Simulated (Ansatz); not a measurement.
BeS (model structure, started from the NiAs type, P6₃/mmc, No. 194, 4 atoms in the cell) was calculated with G0W0@PBEsol in Ansatz (plane waves, hard PAW, contour deformation).

The cell is the one relaxed with PBEsol. Conventional cell: a = 3.2714 Å, b = 3.2714 Å, c = 5.2068 Å, α = 90.00°, β = 90.00°, γ = 120.00°.

The quasiparticle gap at Γ at a fixed k mesh 3×3×2:

```
response cutoff           value (eV)
------------------------  ----------
200 eV, 569 empty bands        4.300
250 eV, 796 empty bands        4.320
300 eV, 1046 empty bands       4.331
400 eV, 1610 empty bands       4.345
```

Taking the value to converge with the response cutoff E as E^(−3/2), extrapolate from the last two rows.

With y = y∞ + c/w and weights w = 5196 and 8000 for the last two rows, y∞ = (w2 y2 − w1 y1)/(w2 − w1) = (8000 × 4.345 − 5196 × 4.331)/2804 = 4.371 eV, which lies 0.026 beyond the last row. Successive pairs of rows give 4.370, 4.366, 4.371. The limit also hangs on the law assumed, so its last digits aren't firm.

The other settings are not extrapolated, so this is the limit in one setting alone.

At the last cutoff the smallest gap on this mesh is 2.13 eV, with an edge away from Γ.

A model structure was made by putting elements into a prototype or built by hand; it is no filed structure, need not be a known phase, and can be a saddle point held by its symmetry.

Ansatz is a first-principles code.
